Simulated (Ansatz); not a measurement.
# GaSb: energy against strain

GaSb (zinc blende, F-43m, 27.664 Å³/atom at rest) under an equal strain ε in the (111) plane with the normal axis free, as in a coherent film. LDA in Ansatz, a plane-wave DFT program (PAW, default set), 420 eV, 13×13×13 Γ-centred mesh, Fermi-Dirac smearing 0.05 eV; ions are relaxed within the symmetry of each cell.

Here s stands for strain and y for E less E0.

| strain (%) | E less E0 (meV/atom) |
|---|---|
| -2.50 | ? |
| -1.25 | 3.50 |
| -0.83 | 1.52 |
| -0.42 | 0.38 |
| 0.00 | 0.00 |
| 0.42 | 0.38 |
| 0.83 | 1.46 |
| 1.25 | 3.29 |

Q: Fit y against s with a parabola, and predict the withheld value at s = -2.50.

A: Least squares gives y = -0.004 - 0.0643·s + 2.1742·s². Residuals (row less fit): 0.026, -0.027, -0.027, 0.004, 0.027, 0.020, -0.023; standard error 0.031 (degrees of freedom: 4). Twice the quadratic coefficient over the volume, 2 × 2.1742 meV × 10⁴ × 0.1602 / 27.664 Å³, is twice the biaxial elastic modulus of this plane = 252 ± 2 GPa. At the withheld row, y = -0.004 - 0.0643 × (-2.50) + 2.1742 × (-2.50)² = 13.745 meV/atom. The calculation gives 14.44 meV/atom, 0.695 meV/atom above the prediction (4.8 % of the range of y in the table). The row lies outside the fitted rows, so this is an extrapolation. From the scatter of the fitted rows alone, a prediction at this place has a standard error of 0.118 meV/atom, so the miss is 5.9 times that.

One order more, fitted to all 13 runs of the series, follows each within 0.01, so the miss is the next term of a smooth law. This level leaves no gap over 0.05 eV at strain 0.42, 0.83, where the mesh may be coarse. Rows are the converged runs of the series near zero and its far end; series whose fitted rows scatter by over a few per cent of the range, as at a crossing or softening among them, aren't shown in this form. Most that stay on the fit to the last digits aren't either.
